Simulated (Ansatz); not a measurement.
# Effect of uniaxial strain ε_zz = −2.00 % on PbF2

Consider PbF$_{2}$ in the fluorite structure (space group Fm-3m, No. 225; a = 5.8987 Å). Axes: x, y, z lie along the cube axes.

The change: uniaxial strain ε_zz = −2.00 %, all other strain components held at zero, atoms relaxed at fixed cell.

Calculations: PBEsol (Ansatz, an electronic-structure program, PAW, no spin-orbit coupling). Settings: 10×10×10 k-points, 0.05 eV Fermi–Dirac smearing.

```tsv
quantity	base	changed	shift
volume per atom	17.10 Å³	16.76 Å³	-0.34 Å³
energy relative to the base (free energy F)	0 meV/atom	+2.4 meV/atom	+2.4 meV/atom
pressure (mean of the normal stresses, compression positive)	-0.01 GPa	1.60 GPa	+1.61 GPa
band gap	4.31 eV	4.22 eV	-0.09 eV
gap character	–	indirect, P → M	–
smallest direct gap	4.46 eV	4.43 eV	-0.03 eV
stress (xx, yy, zz, yz, xz, xy; compression positive)	–	(1.24, 1.24, 2.31, 0.00, 0.00, 0.00) GPa	–
```

Final structure:

```
PbF2
1.0
    0.00000     2.94934     2.89035
    2.94934     0.00000     2.89035
    2.94934     2.94934     0.00000
Pb F
1 2
Direct
  0.00000   0.00000   0.00000
  0.25000   0.25000   0.25000
  0.75000   0.75000   0.75000
```

Spin-orbit coupling, missing from the scalar runs, can matter with Pb. Whether these cells are dynamically stable was not tested. k-point labels follow each cell's own Brillouin zone.
